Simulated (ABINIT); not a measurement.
ABINIT run on Ag (Fm-3m, 1 atom in the cell): self-consistent single point.

Level of theory: PBE, norm-conserving pseudopotentials (PseudoDojo nc-sr-05 PBE standard) (plane waves; ABINIT).

```xyz
1
Lattice="0.0000 2.0552 2.0552 2.0552 0.0000 2.0552 2.0552 2.0552 0.0000" Properties=species:S:1:pos:R:3 pbc="T T T"
Ag     0.0000     0.0000     0.0000
```

Reference input (self-consistent single point, DFT, PBE, plane waves, norm-conserving pseudopotentials (PseudoDojo nc-sr-05 PBE standard)): pseudos = [Ag.upf]; ecut = 1116 eV; ixc = 11; occopt = 3; tsmear = 0.00367493 Ha; ngkpt = 8 8 8; nshiftk = 1; shiftk = 0 0 0; potentials = PseudoDojo nc-sr-05 PBE standard; nband = 15; kptopt = 1; nstep = 100. This run's input differs from it in these lines:

```diff
@@ -18,6 +18,6 @@
 occopt 3
-tsmear 0.00367493
+tsmear 0.00183747
 nband 15
 kptopt 1
-ngkpt 8 8 8
+ngkpt 18 18 18
 nshiftk 1
```

Log, with long lists cut:

```
--- !BeginCycle
solver: {iscf: 7, nstep: 100, nline: 4, wfoptalg: 0, }
tolerances: {toldfe: 1.00E-09, }
...

     iter   Etot(hartree)      deltaE(h)  residm     vres2
 ETOT  1  -154.96823949153    -1.550E+02 1.866E-01 5.733E+01
 ETOT  2  -155.00191784723    -3.368E-02 6.967E-02 6.260E+01
 ETOT  3  -155.01907293417    -1.716E-02 4.211E-03 4.241E-02
 ETOT  4  -155.01908780681    -1.487E-05 1.988E-03 3.651E-04
 ETOT  5  -155.01908783110    -2.429E-08 4.295E-03 8.392E-06
 ETOT  6  -155.01908783219    -1.087E-09 4.104E-04 6.087E-07
 ETOT  7  -155.01908783232    -1.309E-10 5.317E-04 8.009E-10
 ETOT  8  -155.01908783232    -2.956E-12 1.797E-04 8.611E-12
 At SCF step    8, etot is converged :
  for the second time, diff in etot=  2.956E-12 < toldfe=  1.000E-09

 Cartesian components of stress tensor (hartree/bohr^3)
  sigma(1 1)= -8.34528582E-05  sigma(3 2)=  0.00000000E+00
  sigma(2 2)= -8.34528582E-05  sigma(3 1)=  0.00000000E+00
  sigma(3 3)= -8.34528582E-05  sigma(2 1)=  0.00000000E+00

 ----iterations are completed or convergence reached----

 reduced coordinates (array xred) for    1 atoms
       0.000000000000      0.000000000000      0.000000000000
 cartesian forces (eV/Angstrom) at end:
    1      0.00000000000000     0.00000000000000     0.00000000000000
 frms,max,avg= 0.0000000E+00 0.0000000E+00   0.000E+00  0.000E+00  0.000E+00 e/A
 length scales=  1.889726132886  1.889726132886  1.889726132886 bohr
   [... lines left out ...]
 Fermi (or HOMO) energy (hartree) =   0.38958   Average Vxc (hartree)=  -0.46245
 Fermi (or HOMO) energy (eV) =  10.60111   Average Vxc (eV)= -12.58381
   [... lines left out ...]
total_energy        : -1.55019087832322E+02
total_energy_eV     : -4.21828390463236E+03
band_energy         : -1.32782417536018E+01
...

-Cartesian components of stress tensor (GPa)         [Pressure=  2.4553E+00 GPa]
- sigma(1 1)= -2.45526744E+00  sigma(3 2)=  0.00000000E+00
- sigma(2 2)= -2.45526744E+00  sigma(3 1)=  0.00000000E+00
- sigma(3 3)= -2.45526744E+00  sigma(2 1)=  0.00000000E+00

 Calculation completed.
```

The run converged in 8 iterations. Against the reference run the free energy falls by 25.8 meV/atom and the pressure goes from 3.01 to 2.46 GPa.

The starting cell has typed, rounded lattice constants, without a prior relaxation at this level. Its lattice was rescaled by up to half a per cent.

Cost on one core of a shared machine: roughly 80 s.
